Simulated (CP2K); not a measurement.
CP2K is run on Cs₂NaGaBr₆ (Fm-3m, 10 atoms in the cell), and the run fails. The aim is a self-consistent single point with DFT LDA (Pade form), GPW, DZVP-MOLOPT-SR-GTH basis, GTH-PADE potentials (GTH_POTENTIALS).

Cell that was meant: a = 7.8846 Å, b = 7.8846 Å, c = 7.8846 Å, α = 60.00°, β = 60.00°, γ = 60.00°.

Part of the input:

```
    &END KIND
    &KIND Na
      BASIS_SET DZVP-MOLOPT-SR-GTH-q9
      POTENTIAL GTH-PADE-q1
    &END KIND
    &KIND Ga
      BASIS_SET DZVP-MOLOPT-SR-GTH-q13
```

Output, abridged:

```
 GLOBAL| Method name                                                        CP2K
 GLOBAL| Project name                                                       calc
 GLOBAL| Run type                                                   ENERGY_FORCE

 CELL| Volume [angstrom^3]:                                           346.600250
 CELL| Vector a [angstrom]:       7.885     0.000     0.000   |a| =     7.884630
 CELL| Vector b [angstrom]:       3.942     6.828     0.000   |b| =     7.884629
 CELL| Vector c [angstrom]:       3.942     2.276     6.438   |c| =     7.884629
 CELL| Angle (b,c), alpha [degree]:                                    60.000001
 CELL| Angle (a,c), beta  [degree]:                                    59.999998
 CELL| Angle (a,b), gamma [degree]:                                    59.999997
 CELL| Numerically orthorhombic:                                              NO
 CELL| Periodicity                                                           XYZ

 *******************************************************************************
 *   ___                                                                       *
 *  /   \                                                                      *
 * [ABORT]                                                                     *
 *  \___/    Basis-set and pseudo-potential of atomic kind 'Na' were optimized *
 *    |                   for different valence electron numbers.              *
 *  O/|                                                                        *
 * /| |                                                                        *
 * / \                                                    qs_kind_types.F:2782 *
 *******************************************************************************

 ===== Routine Calling Stack =====

            3 read_qs_kind
            2 create_qs_kind_set
            1 CP2K
Abort(1) on node 0 (rank 0 in comm 0): application called MPI_Abort(MPI_COMM_WORLD, 1) - process 0
```

Task: From the messages shown, name the fault and mend the input.

Result: The fault is a basis and a potential made for different valence counts; here the program stops on it instead of giving results. To fix it, match the valence of basis and potential. The program stopped before any SCF iteration.

An input that runs soundly differs in these lines (not the only fix; some lines may just follow from the change or write a value another way):
```diff
-      POTENTIAL GTH-PADE-q1
+      POTENTIAL GTH-PADE-q9
```

With that input, the run converged in 20 iterations: free energy E − TS -6638.6624 eV; top of the valence band (on the code's own zero) 0.76 eV; gap on the k-point mesh 1.15 eV; pressure -2.56 GPa; largest force (vector length) 0.207 eV/Å (DFT LDA (Pade form), GPW, DZVP-MOLOPT-SR-GTH basis, GTH-PADE potentials (GTH_POTENTIALS)).

On the sound input: the starting cell comes from a database of computed structures (which also holds hypothetical and non-ambient phases and stackings), without a prior relaxation at this level. Values carry the incompleteness of an atom-centred basis.
